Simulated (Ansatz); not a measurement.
**Short convergence ladders for TiGa₃ (I4mm, 4 atoms in the cell)**

```yaml
crystal:
  lattice:
    - [-1.87479, 1.87479, 4.35533]
    - [1.87479, -1.87479, 4.35533]
    - [1.87479, 1.87479, -4.35533]
  atoms:
    - { symbol: Ti, position: [0.00574, 0.00574, 0.00000] }
    - { symbol: Ga, position: [0.75000, 0.25000, 0.50000] }
    - { symbol: Ga, position: [0.25000, 0.75000, 0.50000] }
    - { symbol: Ga, position: [0.50000, 0.50000, 0.00000] }
```

Base method: LDA (PW92), default PAW files made with PBE (plane waves; Ansatz, a program for electronic structure).

Base settings: basis.ecutwfc = 420 eV; kpoints.mp_grid.grid = 7 7 7; hamiltonian.xc = lda; hamiltonian.pseudopotentials = {kind: paw} (the program's default PAW files); scf.occupations.method = gaussian; scf.occupations.width = 0.1 eV.

The count of work is k-points × plane waves × bands × iterations; it is no time. Core times come from one kind of shared machine, to one figure; runs under 30 s give none.

**The cutoff for other potential files**

Level: DFT, LDA (PW92), plane waves, harder PAW files (source: ansatz) made with PBE.

In this ladder: hamiltonian.pseudopotentials = {kind: paw, source: ansatz}.

The second cell is the first with its lattice scaled by 0.98.

The mesh stays at the base's, so the ladder's end is converged at best in this setting alone.

The first pressure column holds Ansatz's estimate of the finite-basis (Pulay) stress, which hides part of the cutoff error; the other is without it.

Only quantities that move along the ladder and can be compared are tabulated.

| basis.ecutwfc | free energy less the last step's (meV/atom) | energy of the compressed cell less the first (meV/atom) | pressure (GPa) | pressure without the Pulay estimate (GPa) | largest difference of a force vector from the last step's (eV/Å) | count of work / last | core time / last (rough) |
|---|---|---|---|---|---|---|---|
| 460 eV | 31884.63 | 13.08 | 1.78 | -1872.50 | 0.230 | 0.12 | – |
| 560 eV | 5093.98 | 5.18 | -3.28 | -371.58 | 0.024 | 0.16 | – |
| 715 eV | 267.68 | -4.52 | -4.33 | -30.90 | 0.000 | 0.23 | – |
| 865 eV | 11.47 | -5.04 | -4.28 | -5.76 | 0.000 | 0.31 | – |
| 1020 eV | 1.26 | -5.04 | -4.28 | -4.32 | 0.000 | 0.35 | – |
| 1225 eV | 0.66 | -5.04 | -4.28 | -4.29 | 0.000 | 0.46 | 0.4 |
| 1530 eV | 0.22 | -5.04 | -4.28 | -4.28 | 0.000 | 0.65 | 0.7 |
| 2040 eV | 0.00 | -5.04 | -4.28 | -4.28 | 0.000 | 1.0 | 1 |

Coarsest basis.ecutwfc that holds the forces within 0.02 eV/Å of the last step, with all finer ones: 715 eV, at 0.23 of the last step's count of work; the step before is off by 0.024 eV/Å.

Coarsest basis.ecutwfc that holds the free energy within 0.5 meV/atom of the last step, with all finer ones: 1530 eV; the step before is off by 0.66 meV/atom.

Coarsest basis.ecutwfc that holds the pressure within 0.1 GPa of the last step, with all finer ones: 715 eV, at 0.23 of the last step's count of work; the step before is off by 1.00 GPa.

The energy difference between the two cells stays within 1 meV/atom of the last step's from 715 eV on, the total only from 1225 eV on: much of the error is common to both cells and cancels.

At the lowest cutoff the pressure without the Pulay estimate lies 1870 GPa under the last step's, the usual sign of Pulay stress in an incomplete plane-wave basis.

**The density cutoff**

The second cell is the first with its lattice scaled by 0.98.

The mesh stays at the base's, so the ladder's end is converged at best in this setting alone.

Only quantities that move along the ladder and can be compared are tabulated.

| basis.ecutrho_ratio | free energy less the last step's (meV/atom) | energy of the compressed cell less the first (meV/atom) | pressure (GPa) |
|---|---|---|---|
| 2 | -13.73 | -4.35 | -3.45 |
| 3 | -0.17 | -5.27 | -4.30 |
| 4 | 0.00 | -5.27 | -4.31 |
| 5 | 0.00 | -5.27 | -4.31 |
| 6 | 0.00 | -5.27 | -4.31 |
| 8 | 0.00 | -5.27 | -4.31 |
| 10 | 0.00 | -5.27 | -4.31 |
| 12 | 0.00 | -5.27 | -4.31 |
| 16 | 0.00 | -5.27 | -4.31 |

Coarsest basis.ecutrho_ratio that holds the free energy within 0.5 meV/atom of the last step, with all finer ones: 3; the step before is off by 14 meV/atom.

Coarsest basis.ecutrho_ratio that holds the energy of the compressed cell less the first within 0.5 meV/atom of the last step, with all finer ones: 3; the step before is off by 0.92 meV/atom.

Coarsest basis.ecutrho_ratio that holds the pressure within 0.5 GPa of the last step, with all finer ones: 3; the step before is off by 0.87 GPa.

The energy difference between the two cells stays within 1 meV/atom of the last step's from 2 on, the total only from 3 on: much of the error is common to both cells and cancels.

**The relaxed cell against the cutoff**

On TiGa3 (I4/mmm, 4 atoms in the cell): atoms on their sites.

In this ladder: relax = cell and atoms.

The mesh stays at the base's, so the ladder's end is converged at best in this setting alone.

Only quantities that move along the ladder and can be compared are tabulated.

```csv
basis.ecutwfc,relaxed volume (Å³/atom),relaxation steps
250 eV,15.120,22
295 eV,14.814,16
355 eV,14.726,7
420 eV,14.724,5
505 eV,14.723,5
630 eV,14.723,5
840 eV,14.723,5
```

Coarsest basis.ecutwfc that holds the relaxed volume within 0.029 Å³/atom of the last step, with all finer ones: 355 eV; the step before is off by 0.091 Å³/atom.

At the lowest cutoff the cell relaxes to a volume 2.7 % larger than at the highest. Ansatz relaxes on a stress corrected for the finite basis.

On the base run: the starting cell comes from a database of computed structures (which also holds hypothetical and non-ambient phases and stackings), without a prior relaxation at this level. Its lattice was rescaled by up to half a per cent. One atom was moved a little off its site on purpose. Spin polarisation is off.

Left out of this page: 1 run of the series failed or unconverged.

Keys are those of Ansatz 0.2.
